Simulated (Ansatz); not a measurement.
## CdS: energy against strain

CdS (wurtzite, P6_3mc, 26.037 Å³/atom at rest, c along z) under an equal strain ε in the (0001) plane with the normal axis free, as in a coherent film. PBE in Ansatz, a plane-wave DFT program (PAW, default set), 420 eV, 9×9×5 Γ-centred mesh, Fermi-Dirac smearing 0.05 eV; ions are relaxed within the symmetry of each cell.

Here s stands for strain and y for E less E0.

```csv
strain (%),E less E0 (meV/atom)
-3.00,?
-1.20,2.15
-0.60,0.54
0.00,0.00
0.60,0.51
1.20,2.05
```

The 5 complete rows are fitted with a parabola, y against s. Least squares gives y = 0.000 - 0.0383·s + 1.4583·s². Residuals (row less fit): 0.004, -0.008, 0.000, 0.008, -0.004; standard error 0.009 (degrees of freedom: 2). Twice the quadratic coefficient over the volume, 2 × 1.4583 meV × 10⁴ × 0.1602 / 26.037 Å³, is twice the biaxial elastic modulus of this plane = 179 ± 0.8 GPa.

Q: What does the fit predict for y at s = -3.00, and how far is the calculated value from it?

A: y = 0.000 - 0.0383 × (-3.0) + 1.4583 × (-3.0)² = 13.240 meV/atom. The calculation gives 13.59 meV/atom, 0.350 meV/atom above the prediction (2.6 % of the range of y in the table). The row lies outside the fitted rows, so this is an extrapolation. From the scatter of the fitted rows alone, a prediction at this place has a standard error of 0.058 meV/atom, so the miss is 6.0 times that.

One order more, fitted to all 11 runs of the series, follows each within 0.01, so the miss is the next term of a smooth law. Rows are the converged runs of the series near zero and its far end; series whose fitted rows scatter by over a few per cent of the range, as at a crossing or softening among them, aren't shown in this form. Most that stay on the fit to the last digits aren't either.
